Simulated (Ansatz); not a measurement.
Worked calculations on one periodic cell of amorphous Ti20O42Ge: Ti20O42Ge, 63 atoms, volume 779.2 Å³, made by a melt-quench on the CHGNet potential and relaxed with DFT. O atoms were pushed apart under 1.9 Å during the dynamics, to hinder bonds among them. It is a model cell: composition and starting density were chosen by hand, and all elements were melted together. Cycles of charging were run to anneal it. Method: PBE, scalar-relativistic without spin-orbit coupling (plane waves to 420 eV, PAW; Ansatz, a quantum-chemistry and plane-wave program). Sampling: a 2×2×2 Γ-centred mesh; Fermi-Dirac width 0.02 eV; no spin polarisation. Its volume was held where the quench left it, its shape was free, and it stands at a mean pressure of 0.5 GPa with stress components up to 0.5 GPa; the relaxation ran on the zone centre alone. Its density went from a set 3.63 to 3.63 g/cm³. The cell is small and was quenched far faster than a real film, so it is one sample of the glass.

### Question
Count formal charges (Ti +4, O -2, Ge +4). What does the count lead one to expect at the Fermi level, and what does the calculation give?

### Answer
20 × (+4) + 42 × (-2) + 1 × (+4) = 0. The charges balance, so the anion-derived valence states can be full and a gap can open. On this mesh the highest filled and lowest empty level lie 2.45 eV apart, the PBE gap of this cell, with a localised state at one edge or both.

Four energies for an added electron at PBE on the zone centre alone (charged cells in a uniform background, spin-polarised): neutral at the neutral geometry -78196.426 eV; charged at the neutral geometry -78187.434 eV; charged and relaxed -78187.521 eV; neutral at the charged geometry -78196.322 eV.

### Question
Find the two relaxation energies and their sum, the reorganisation energy.

### Answer
On charging: -78187.434 − (-78187.521) = 0.087 eV. On discharging: -78196.322 − (-78196.426) = 0.104 eV. The sum is 0.191 eV. The carrier's level spreads over 13 of the 63 atoms' worth, so it counts as partly localised, most on one Ti atom with neighbours O 1.84 Å, O 1.92 Å, O 1.96 Å, O 1.98 Å, O 2.04 Å, O 2.31 Å (neutral geometry). The values are uncorrected: the image energy of a point charge in this cell, 2.84 × 14.40 / (2 × 9.2) = 2.2 eV before screening, is screened by electrons alone at the fixed geometry and by ions too after relaxing, and the carrier can be spread before it relaxes, so each term can be off by up to that value times 1/ε∞, some tenths of an eV. PBE's self-interaction favours spread-out carriers, so a hybrid can localise more.

Four energies for a hole at PBE on the zone centre alone (charged cells in a uniform background, spin-polarised): neutral at the neutral geometry -78196.426 eV; charged at the neutral geometry -78202.789 eV; charged and relaxed -78203.147 eV; neutral at the charged geometry -78195.706 eV.

### Question
Find the two relaxation energies and their sum, the reorganisation energy.

### Answer
On charging: -78202.789 − (-78203.147) = 0.358 eV. On discharging: -78195.706 − (-78196.426) = 0.720 eV. The sum is 1.078 eV. The carrier's level spreads over 4 of the 63 atoms' worth, so it counts as localised, most on one O atom with neighbours Ti 1.79 Å, Ti 1.84 Å (neutral geometry). The values are uncorrected: the image energy of a point charge in this cell, 2.84 × 14.40 / (2 × 9.2) = 2.2 eV before screening, is screened by electrons alone at the fixed geometry and by ions too after relaxing, and the carrier can be spread before it relaxes, so each term can be off by up to that value times 1/ε∞, some tenths of an eV. PBE's self-interaction favours spread-out carriers, so a hybrid can localise more.
